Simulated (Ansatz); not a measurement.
Functionals compared on OH on the 1x1 (111) surface of fcc Rh, one in a 2x2 cell, started at the site 'bridge Rh-Rh (span 2.7 Å)', in Ansatz (plane waves, PAW). The structure was relaxed with PBE; the other rows are single points on it, each with its references at the same level. Cutoff 420 eV (500 eV for r2SCAN).

Model: 18-atom slab, 6.5 Å thick at the start under the adsorbate (thin: gaps and levels are the slab's own), 6x6x1 mesh, Fermi-Dirac 0.1 eV, dipole correction, 8 atoms held, the rest relaxed; no symmetry held; no spin, no spin-orbit, no U, no dispersion correction. At the end it is bonded to 2 Rh. In PBE it is, or lies within 0.03 eV of, the lowest of the starts that converged. These notes are the PBE run's. Adsorption energies are against H2O(g) − ½ H2(g). A negative adsorption energy means that the adsorbate is more stable on the surface than in its reference.

```
functional  adsorption energy (eV)  work function of the top face (eV)  change of the work function (eV)  rough cost of the single point
----------  ----------------------  ----------------------------------  --------------------------------  ------------------------------
PBE                           0.27                                4.72                             -0.43                               –
RPBE                          0.47                                4.58                             -0.39   around 4 core-minutes (rough)
r2SCAN                         [?]                                 [?]                               [?]          roughly 8 core-minutes
```

### Question
What belongs in the gaps?

### Answer

- r2SCAN, adsorption energy (eV): 0.05
- r2SCAN, work function of the top face (eV): 4.79
- r2SCAN, change of the work function (eV): -0.35

Ansatz is a quantum-chemistry and plane-wave program.
